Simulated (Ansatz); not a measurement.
Base system: Mg$_{2}$Ge in the anti-fluorite structure (space group Fm-3m, No. 225; a = 6.3644 Å).

Level of theory: PBEsol (Ansatz, an electronic-structure program, PAW, no SOC).

One change was made to it. Results:

The band gap goes from 0.08 eV to zero; the density rises by 1.01 g/cm³ (3.12 g/cm³ → 4.13 g/cm³).

Which change produced these results?
A) Ge → W
B) Ge → Mo
C) Mg → Sc

C, Mg → Sc. For comparison, the density in the other runs: Ge → Mo gives 3.62 g/cm³; Ge → W gives 5.72 g/cm³.

Stability against distortions was not tested. As relaxed here, Sc2Ge, Mg2Mo and Mg2W are hypothetical phases, not in the database extracts checked. The final runs are not spin-polarised. Mg2Mo and Mg2W have a high density of states at the Fermi level and may be magnetic at this level. A zero or small gap of Mg2Ge can be the functional's error rather than a property of the material.
